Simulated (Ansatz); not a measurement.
Cost and result by functional for the adsorption energy of NH3 on the 1x1 (110) surface of zinc-blende InP (cut with top plane In + P), one in a 2x1 cell, started at the site 'hollow In-In-P-P', in Ansatz (plane waves, PAW). Single points on the PBE structure, on one kind of machine; costs are rough ratios of the slab run's core time (references not counted) to the cheapest single point. r2SCAN's cost holds its higher cutoff (500 against 420 eV). Differences are taken against HSE06 for comparison alone: no measured value is at hand, so the table doesn't rank accuracy. HSE06 ran on a coarser k-mesh, which lowers its cost and may carry part of its shift.

Host crystal: zinc-blende InP, with a band gap (PBE, scalar-relativistic without spin-orbit coupling).

Model: 24-atom slab, 8.9 Å thick at the start under the adsorbate (thin: gaps and levels are the slab's own), 3x4x1 mesh, Fermi-Dirac 0.01 eV, dipole correction, 8 atoms held, the rest relaxed; no symmetry held; no spin, no spin-orbit, no U, no dispersion correction. At the end it is bonded to In. In PBE it is, or lies within 0.03 eV of, the lowest of the starts that converged. These notes are the PBE run's. Adsorption energies are against NH3(g). A negative adsorption energy means that the adsorbate is more stable on the surface than in its reference.

```csv
functional,relative cost,adsorption energy (eV),less HSE06 (eV)
RPBE,1,-0.69,0.29
r2SCAN,2,-1.10,-0.11
HSE06,20,-0.99,0.00
PBE (the relaxed run's value),–,-0.91,0.07
```

The values span 0.41 eV, while the single points' costs differ by a factor of roughly 20. Differences are of unrounded values.

Ansatz is a first-principles code.
